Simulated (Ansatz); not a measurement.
**SrZrO3, pressure series**

The reference is SrZrO3 in the cubic perovskite structure (space group Pm-3m, No. 221; a = 4.130 Å).

Cell and atoms are relaxed at each pressure.

All numbers come from DFT with PBEsol, PAW potentials and a 420 eV plane-wave cutoff in Ansatz (an electronic-structure program), no spin-orbit coupling.

Notes on the quantities. electron mass: degenerate bands, along [100].

```json
[
 {"change": "base", "lattice parameter a": "4.130 Å", "electron mass": "0.35, 0.35, 2.4 mₑ (at Γ)", "smallest direct gap": "3.57 eV"},
 {"change": "pressure −2 GPa", "lattice parameter a": "4.147 Å", "electron mass": "0.35, 0.35, 2.4 mₑ (at Γ)", "smallest direct gap": "3.57 eV"},
 {"change": "pressure −1 GPa", "lattice parameter a": "4.138 Å", "electron mass": "0.35, 0.35, 2.4 mₑ (at Γ)", "smallest direct gap": "3.57 eV"},
 {"change": "pressure 0.3 GPa", "lattice parameter a": "4.128 Å", "electron mass": "0.35, 0.35, 2.4 mₑ (at Γ)", "smallest direct gap": "3.57 eV"},
 {"change": "pressure 0.7 GPa", "lattice parameter a": "4.124 Å", "electron mass": "0.34, 0.34, 2.4 mₑ (at Γ)", "smallest direct gap": "3.58 eV"},
 {"change": "pressure 1.5 GPa", "lattice parameter a": "4.118 Å", "electron mass": "0.34, 0.34, 2.4 mₑ (at Γ)", "smallest direct gap": "3.58 eV"},
 {"change": "pressure 3 GPa", "lattice parameter a": "4.106 Å", "electron mass": "0.34, 0.34, 2.3 mₑ (at Γ)", "smallest direct gap": "3.58 eV"},
 {"change": "pressure 5 GPa", "lattice parameter a": "4.091 Å", "electron mass": "0.34, 0.34, 2.3 mₑ (at Γ)", "smallest direct gap": "3.58 eV"},
 {"change": "pressure 7.5 GPa", "lattice parameter a": "4.073 Å", "electron mass": "0.33, 0.33, 2.3 mₑ (at Γ)", "smallest direct gap": "3.58 eV"},
 {"change": "pressure 10 GPa", "lattice parameter a": "4.056 Å", "electron mass": "0.33, 0.33, 2.2 mₑ (at Γ)", "smallest direct gap": "3.58 eV"}
]
```

Load acts through the strain it causes; cell and atoms are relaxed under it. Masses are band curvatures over ±0.01 Å⁻¹ around the edge. Stability against distortions was not tested. No other phases were tried under pressure. Many cubic perovskites are stable only at high temperature; tilts and polar distortions were not tested.
